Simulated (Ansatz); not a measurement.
Take Ru in the hcp (Mg type) structure (space group P6_3/mmc, No. 194; a = 2.704 Å, c = 4.263 Å; relaxed with 0.1 eV smearing) as the base. Axes: x lies along a and z along c of the hexagonal cell.

All numbers come from r2SCAN in Ansatz (plane waves to 500 eV, PAW, no spin-orbit coupling).

One thing is altered: the cell is stretched by 3.00 % along x with no lateral relaxation, atoms relaxed at fixed cell.

### Question
Predict the stress tensor and what it implies for the stiffness.

### Answer
Stress of the strained cell less that of the base (GPa, compression positive):
```
  -15.8     0.0     0.0
    0.0    -5.5     0.0
    0.0     0.0    -5.2
```

Then −Δσ_ii/ε with ε = 0.0300 gives secant stiffness values (nonlinear terms included at this strain): C11 ≈ 526 GPa, C12 ≈ 182 GPa and C13 ≈ 175 GPa.

As a check, the harmonic strain energy −½ V₀ Δσ:ε is 20 meV/atom; the computed energy rise is 21 meV/atom.

Whether these cells are dynamically stable was not tested. All final runs are without spin polarisation.

Ansatz is a quantum-chemistry and plane-wave program.
